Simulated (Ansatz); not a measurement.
Take Re in the hcp (Mg type) structure (space group P6_3/mmc, No. 194; relaxed with 0.1 eV smearing) as the base.

```xyz
2
Lattice="2.7519 0.0000 0.0000 -1.3759 2.3832 0.0000 0.0000 0.0000 4.4401" Properties=species:S:1:pos:R:3 pbc="T T T"
Re     1.3759     0.7944     3.3300
Re     0.0000     1.5888     1.1100
```

Cartesian axes are those of the cell as printed.

Computed with PBEsol (Ansatz, an electronic-structure program), without spin-orbit coupling.

Now apply this change: uniaxial strain ε_zz = +3.00 %, all other strain components held at zero; the atoms relax in the strained cell.

### Question
Predict the stress tensor and what it implies for the stiffness.

### Answer
Stress of the strained cell less that of the base (GPa, compression positive):
```
   -6.3     0.0     0.0
    0.0    -6.3     0.0
    0.0     0.0   -19.1
```

Then −Δσ_ii/ε with ε = 0.0300 gives secant stiffness values (nonlinear terms included at this strain): C33 ≈ 638 GPa, C13 ≈ 209 GPa and C23 ≈ 209 GPa.

As a check, the harmonic strain energy −½ V₀ Δσ:ε is 26 meV/atom; the computed energy rise is 27 meV/atom.

Whether these cells are dynamically stable was not tested. The final runs are not spin-polarised.
